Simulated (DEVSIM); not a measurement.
Device: CdS/CdTe n-p heterojunction, at 300 K.

| layer (left to right) | material | thickness (μm) | Nd (cm⁻³) | Na (cm⁻³) | τn (s) | τp (s) |
|---|---|---|---|---|---|---|
| 1 | CdS | 1.40 | 5.5e16 | - | 2e-8 | 2e-8 |
| 2 | CdTe | 2.00 | - | 6.7e17 | 2e-8 | 2e-8 |

Left contact: ohmic. Right contact: ohmic. Voltage is applied to the left contact. Recombination: SRH at mid-gap, Auger. Mobility is constant in doping.

This is a model device: material constants are rounded textbook-type values typed into the input, and sizes, dopings and lifetimes were drawn at random. Values at 300 K.

```tsv
parameter	CdS	CdTe
gap (eV)	2.4	1.5
affinity (eV)	4.3	4.28
permittivity	9	10.2
Nc (cm⁻³)	2.2e18	8e17
Nv (cm⁻³)	1.8e19	1.8e19
μn (cm²/Vs)	300	1000
μp (cm²/Vs)	25	80
Cn (cm⁶/s)	1e-30	1e-30
Cp (cm⁶/s)	1e-30	1e-30
```

Model (solved in DEVSIM): 1D drift-diffusion, Boltzmann statistics, complete ionisation; no tunnelling, impact ionisation, image-force lowering or self-heating. Band offsets follow the typed affinities; no thermionic-emission limit at abrupt steps, no polarisation charge.

### Question
Tabulate band edges, carrier densities and field at -1.1 V on the left contact.

### Answer
Energies count from the Fermi level of the right contact; mesh points crowd at the junctions.

| x (μm) | Ec (eV) | Ev (eV) | n (cm⁻³) | p (cm⁻³) | field (V/cm) |
|---|---|---|---|---|---|
| 0.000 | 1.195 | -1.205 | 5.5e16 | < 1e2 | ≈ 0 |
| 0.006959 | 1.195 | -1.205 | 5.5e16 | < 1e2 | ≈ 0 |
| 0.02394 | 1.195 | -1.205 | 5.5e16 | < 1e2 | ≈ 0 |
| 0.06826 | 1.195 | -1.205 | 5.5e16 | < 1e2 | ≈ 0 |
| 0.2320 | 1.195 | -1.205 | 5.5e16 | < 1e2 | ≈ 0 |
| 0.5729 | 1.195 | -1.205 | 5.5e16 | < 1e2 | ≈ 0 |
| 1.051 | 1.195 | -1.205 | 5.5e16 | < 1e2 | ≈ 0 |
| 1.300 | 1.196 | -1.204 | 5.4e16 | < 1e2 | 470 |
| 1.362 | 1.228 | -1.171 | 1.5e16 | < 1e2 | 18000 |
| 1.387 | 1.304 | -1.096 | 8.2e14 | < 1e2 | 43000 |
| 1.398 | 1.356 | -1.044 | 1.1e14 | < 1e2 | 55000 |
| 1.406 | 1.407 | -0.093 | 5.6e12 | 4.9e17 | 17000 |
| 1.422 | 1.415 | -0.085 | 4.1e12 | 6.6e17 | 660 |
| 1.460 | 1.415 | -0.085 | 4.0e12 | 6.7e17 | ≈ 0 |
| 1.615 | 1.415 | -0.085 | 3.7e12 | 6.7e17 | ≈ 0 |
| 1.932 | 1.415 | -0.085 | 3.0e12 | 6.7e17 | ≈ 0 |
| 2.617 | 1.415 | -0.085 | 1.6e12 | 6.7e17 | ≈ 0 |
| 3.095 | 1.415 | -0.085 | 6.2e11 | 6.7e17 | ≈ 0 |
| 3.310 | 1.415 | -0.085 | 1.8e11 | 6.7e17 | ≈ 0 |
| 3.366 | 1.415 | -0.085 | 6.9e10 | 6.7e17 | ≈ 0 |
| 3.389 | 1.415 | -0.085 | 2.3e10 | 6.7e17 | ≈ 0 |
| 3.400 | 1.415 | -0.085 | < 1e2 | 6.7e17 | ≈ 0 |
